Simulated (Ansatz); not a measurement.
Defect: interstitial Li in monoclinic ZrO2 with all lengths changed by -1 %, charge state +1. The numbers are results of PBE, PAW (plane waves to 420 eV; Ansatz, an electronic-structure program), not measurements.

96-site cell at the strained lattice (strain from the relaxed PBE one, atoms relaxed), the Γ point alone, smearing 0.01 eV, spin-restricted, no finite-size correction. No zero-point or tunnelling terms. The charge state is imposed; whether it is stable for some Fermi level was not computed. Sites that were not tried may lie lower.

Barriers: single points on a 2×2×2 k-point mesh shifted by half a step at the bands' geometries.

Relaxed starting cell (atoms counted from 1):

```
CELL_PARAMETERS angstrom
     10.27489     0.00000     0.00000
      0.00000    10.37871     0.00000
     -1.78901     0.00000    10.49876
ATOMIC_POSITIONS crystal
  Zr 0.13637 0.22774 0.35498
  Zr 0.13987 0.22879 0.85570
  Zr 0.13768 0.72975 0.35498
  Zr 0.13924 0.73037 0.85610
  Zr 0.63922 0.22471 0.35608
  Zr 0.63850 0.22898 0.85427
  Zr 0.64045 0.73079 0.35392
  Zr 0.64057 0.73246 0.84990
  Zr 0.36101 0.27162 0.14615
  Zr 0.36053 0.27063 0.64836
  Zr 0.36332 0.77026 0.14707
  Zr 0.36143 0.77205 0.64625
  Zr 0.86151 0.27257 0.14550
  Zr 0.86155 0.27088 0.64472
  Zr 0.86363 0.77448 0.14472
  Zr 0.86161 0.77186 0.64452
  Zr 0.34984 0.47870 0.40302
  Zr 0.36202 0.48001 0.89805
  Zr 0.36067 0.97844 0.39607
  Zr 0.36215 0.97829 0.89634
  Zr 0.86162 0.48055 0.39477
  Zr 0.86520 0.47924 0.89121
  Zr 0.86163 0.97900 0.39581
  Zr 0.86282 0.98029 0.89543
  Zr 0.13996 0.02203 0.10530
  Zr 0.13872 0.02164 0.60547
  Zr 0.13861 0.52183 0.10615
  Zr 0.13627 0.52177 0.60853
  Zr 0.63850 0.02217 0.10399
  Zr 0.63773 0.02169 0.60517
  Zr 0.64920 0.52665 0.09064
  Zr 0.63756 0.52014 0.60330
  O  0.03468 0.08172 0.42085
  O  0.03662 0.08231 0.92104
  O  0.03590 0.58147 0.42082
  O  0.03839 0.58054 0.91968
  O  0.53373 0.08306 0.42212
  O  0.53460 0.08360 0.92222
  O  0.53350 0.57657 0.41570
  O  0.53614 0.58579 0.91820
  O  0.46962 0.42099 0.08488
  O  0.46205 0.41839 0.58112
  O  0.46786 0.91359 0.07850
  O  0.46461 0.91818 0.57897
  O  0.96353 0.42079 0.07976
  O  0.96226 0.42044 0.58035
  O  0.96570 0.92116 0.08000
  O  0.96517 0.91835 0.57916
  O  0.46383 0.33525 0.33055
  O  0.46555 0.33347 0.83183
  O  0.46689 0.83193 0.32986
  O  0.46661 0.83415 0.82734
  O  0.96072 0.33129 0.32935
  O  0.96576 0.33107 0.82911
  O  0.96524 0.83306 0.32905
  O  0.96436 0.83197 0.82989
  O  0.03422 0.16991 0.16998
  O  0.03604 0.16890 0.67070
  O  0.03680 0.67065 0.16962
  O  0.03525 0.66977 0.67114
  O  0.53325 0.16632 0.17298
  O  0.53437 0.16806 0.67214
  O  0.53554 0.65814 0.17516
  O  0.53542 0.66910 0.66722
  O  0.21839 0.36926 0.49371
  O  0.22577 0.37133 0.99276
  O  0.22360 0.87086 0.49031
  O  0.22466 0.87175 0.99129
  O  0.72246 0.37069 0.48805
  O  0.72577 0.37364 0.98712
  O  0.72366 0.87224 0.48968
  O  0.72430 0.87334 0.98900
  O  0.27784 0.12886 0.01151
  O  0.27624 0.12877 0.51086
  O  0.27755 0.62909 0.01262
  O  0.27477 0.62815 0.51292
  O  0.77621 0.13101 0.01044
  O  0.77620 0.12819 0.51035
  O  0.78189 0.63399 0.00345
  O  0.77423 0.62962 0.50723
  O  0.27545 0.12214 0.26112
  O  0.27685 0.12152 0.76162
  O  0.27654 0.62033 0.26306
  O  0.27693 0.62204 0.76272
  O  0.77593 0.12274 0.26036
  O  0.77640 0.12159 0.76017
  O  0.77956 0.62323 0.25582
  O  0.77674 0.62078 0.75639
  O  0.22174 0.37896 0.24317
  O  0.22380 0.37996 0.74308
  O  0.22544 0.87870 0.24039
  O  0.22387 0.87943 0.74090
  O  0.71498 0.38506 0.23920
  O  0.72374 0.37868 0.73799
  O  0.72360 0.87925 0.23970
  O  0.72436 0.87954 0.73875
  Li 0.54345 0.47392 0.27300
```
Cell charge +1.

End state 1 differs by these moves (Å; atoms that move under 0.08 Å are left out):

| atom | element | Δx | Δy | Δz |
|---|---|---|---|---|
| 5 | Zr | 0.13 | 0.00 | -0.16 |
| 10 | Zr | -0.11 | 0.02 | 0.05 |
| 17 | Zr | 0.13 | 0.01 | -0.07 |
| 31 | Zr | -0.13 | -0.04 | 0.14 |
| 37 | O | 0.02 | 0.11 | 0.03 |
| 39 | O | -0.01 | 0.09 | 0.08 |
| 49 | O | 0.06 | -0.05 | 0.05 |
| 62 | O | 0.01 | 0.07 | -0.07 |
| 63 | O | 0.00 | 0.10 | -0.03 |
| 69 | O | -0.07 | -0.05 | 0.01 |
| 79 | O | -0.06 | -0.04 | 0.07 |
| 85 | O | 0.08 | -0.06 | -0.07 |
| 93 | O | 0.12 | -0.08 | -0.02 |
| 97 | Li | -0.44 | -2.04 | 2.62 |

Question: Give the forward and backward barriers to end state 1 at the level PBE, PAW.

Answer: forward 1.20 eV, backward 1.20 eV; at the saddle point atom 97 has neighbours O at 1.68, O at 1.71, O at 1.77, O at 1.94 Å. The saddle point's order was not checked.
